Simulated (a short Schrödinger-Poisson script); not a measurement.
Stack: symmetric double-gate stack, SiO2 on p-type Ge(100), at 400 K.

| layer | material | thickness (nm) | Na (cm⁻³) |
|---|---|---|---|
| 1 | SiO2 | 1.6 | - |
| 2 | Ge | 2 | 9e15 |
| 3 | SiO2 | 1.6 | - |

Constants are typed, rounded textbook-type inputs, not results; the design itself was drawn at random and stands for no fabricated device. SiO2: permittivity 3.9, conduction-band edge (eV) 3.1, gap (eV) 9, electron mass (mₑ) 0.5. Ge: permittivity 16, conduction-band edge (eV) 0, gap (eV) 0.664, Nv at 300 K (cm⁻³) 6e18.

Channel valleys (confinement mass, in-plane density-of-states mass, number): L4 0.12, 0.295, 4. At the gates, both at one voltage, the conduction-band edge of layer 1 lies 3.35 eV − eVg above the Fermi level of the channel. Gaps are held at their typed values at every temperature. Mesh 0.03 nm at interfaces.

Solved with a short Schrödinger-Poisson script written for these runs: 1D Poisson equation in equilibrium, electrons quantum, Hartree (BenDaniel-Duke, 12 states a valley, the channel's in-plane mass for all, wave functions ending at the dielectric), parabolic valleys, classical holes, full ionisation, no traps, pinning or gate leakage.

The same stack at other levels of the model or other numerical settings:

```json
[
 {"run": "base", "sheet density of all electrons at Vg = 0.95 V (cm⁻²)": "6.74e11", "capacitance of both gates at Vg = 0.95 V (μF/cm²)": "1.74", "gate voltage at 1e11 electrons/cm² (V)": "0.86", "rough cost against the base": "about 1"},
 {"run": "electrons treated as classical, Boltzmann", "sheet density of all electrons at Vg = 0.95 V (cm⁻²)": "…", "capacitance of both gates at Vg = 0.95 V (μF/cm²)": "3.96", "gate voltage at 1e11 electrons/cm² (V)": "0.14", "rough cost against the base": "0.3"},
 {"run": "electrons treated as classical, Fermi-Dirac", "sheet density of all electrons at Vg = 0.95 V (cm⁻²)": "…", "capacitance of both gates at Vg = 0.95 V (μF/cm²)": "…", "gate voltage at 1e11 electrons/cm² (V)": "0.14", "rough cost against the base": "0.6"},
 {"run": "mesh six times as coarse", "sheet density of all electrons at Vg = 0.95 V (cm⁻²)": "7.11e11", "capacitance of both gates at Vg = 0.95 V (μF/cm²)": "1.79", "gate voltage at 1e11 electrons/cm² (V)": "0.86", "rough cost against the base": "0.6"},
 {"run": "one subband a valley", "sheet density of all electrons at Vg = 0.95 V (cm⁻²)": "6.74e11", "capacitance of both gates at Vg = 0.95 V (μF/cm²)": "1.74", "gate voltage at 1e11 electrons/cm² (V)": "0.86", "rough cost against the base": "0.5"}
]
```

Question: What belongs in the gaps?

Answer: 
- electrons treated as classical, Boltzmann, sheet density of all electrons at Vg = 0.95 V (cm⁻²): 1.66e13
- electrons treated as classical, Fermi-Dirac, capacitance of both gates at Vg = 0.95 V (μF/cm²): 3.59
- electrons treated as classical, Fermi-Dirac, sheet density of all electrons at Vg = 0.95 V (cm⁻²): 1.51e13

The classical rows ignore confinement, and Boltzmann statistics overrate the density once the band edge passes the Fermi level.

Only the L valleys are kept; under strong confinement the Δ valleys of Ge fill too.
